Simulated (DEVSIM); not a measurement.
System: Ti/SiO2/n-GaAs capacitor, at 250 K.

```tsv
layer (left to right)	material	thickness (nm)	Nd (cm⁻³)
1	SiO2	5.00	-
2	GaAs	8600	5.6e15
```

Metal gate on the left, work function 4.33 eV. Fixed charge at the semiconductor interface 0 cm⁻² (in units of +e); no interface traps.

This is a model device: material constants are rounded textbook-type values typed into the input, and sizes, dopings and lifetimes were drawn at random. Values at 300 K; Nc and Nv go as T^1.5, mobilities as T to minus their exponent, the gap by Varshni's rule with the affinity fixed.

```csv
parameter,SiO2,GaAs
gap (eV),9,1.424
affinity (eV),0.9,4.07
permittivity,3.9,12.9
Nc (cm⁻³),-,4.7e17
Nv (cm⁻³),-,9e18
Varshni α (eV/K),-,0.000541
Varshni β (K),-,204
```

Model (solved in DEVSIM): 1D Poisson equation in equilibrium, Boltzmann statistics, complete ionisation; no quantum confinement or tunnelling. Metal contacts follow the ideal Schottky-Mott rule: no Fermi-level pinning, no interface dipoles.

Problem. Tabulate band edges, carrier densities and field at -0.6 V on the gate.

Solution. Energies count from the Fermi level of the right contact; mesh points crowd at the junctions.

```tsv
x (μm)	Ec (eV)	Ev (eV)	n (cm⁻³)	p (cm⁻³)	field (V/cm)
0.000	4.030	-4.970	< 1e2	< 1e2	-110000
0.001248	4.016	-4.984	< 1e2	< 1e2	-110000
0.003053	3.997	-5.003	< 1e2	< 1e2	-110000
0.004552	3.980	-5.020	< 1e2	< 1e2	-110000
0.006285	0.801	-0.645	< 1e2	680000	-33000
0.009546	0.790	-0.656	< 1e2	420000	-33000
0.01716	0.766	-0.680	130	130000	-32000
0.04459	0.681	-0.765	6700	2600	-30000
0.09892	0.530	-0.916	7400000	< 1e2	-26000
0.2183	0.280	-1.167	8.3e11	< 1e2	-16000
0.5042	0.093	-1.353	4.9e15	< 1e2	-580
1.535	0.090	-1.357	5.6e15	< 1e2	≈ 0
3.577	0.090	-1.357	5.6e15	< 1e2	≈ 0
6.347	0.090	-1.357	5.6e15	< 1e2	≈ 0
7.868	0.090	-1.357	5.6e15	< 1e2	≈ 0
8.290	0.090	-1.357	5.6e15	< 1e2	≈ 0
8.471	0.090	-1.357	5.6e15	< 1e2	≈ 0
8.548	0.090	-1.357	5.6e15	< 1e2	≈ 0
8.587	0.090	-1.357	5.6e15	< 1e2	≈ 0
8.598	0.090	-1.357	5.6e15	< 1e2	≈ 0
8.603	0.090	-1.357	5.6e15	< 1e2	≈ 0
8.605	0.090	-1.357	5.6e15	< 1e2	≈ 0
```
